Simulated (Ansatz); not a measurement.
Start from Si in the diamond structure (space group Fd-3m, No. 227).

```
CELL_PARAMETERS angstrom
      0.00000     2.72216     2.72216
      2.72216     0.00000     2.72216
      2.72216     2.72216     0.00000
ATOMIC_POSITIONS crystal
  Si 0.00000 0.00000 0.00000
  Si 0.25000 0.25000 0.25000
```

Cartesian axes are those of the cell as printed.

Level of theory: DFT with r2SCAN, PAW potentials and a 500 eV plane-wave cutoff in Ansatz (an electronic-structure program), spin-orbit coupling left out.

Perturbation: an isotropic linear strain of −1.50 %; the atoms relax in the strained cell.

Predict the stress tensor and what it implies for the stiffness.

Stress of the strained cell less that of the base (GPa, compression positive):
```
   4.83    0.00    0.00
   0.00    4.83    0.00
   0.00    0.00    4.83
```

Then B = −ΔP/(ΔV/V₀) with ΔV/V₀ = -0.0443 gives secant stiffness values (nonlinear terms included at this strain): B ≈ 109 GPa.

As a check, the harmonic strain energy −½ V₀ Δσ:ε is 14 meV/atom; the computed energy rise is 13 meV/atom.

Stability against distortions was not tested.
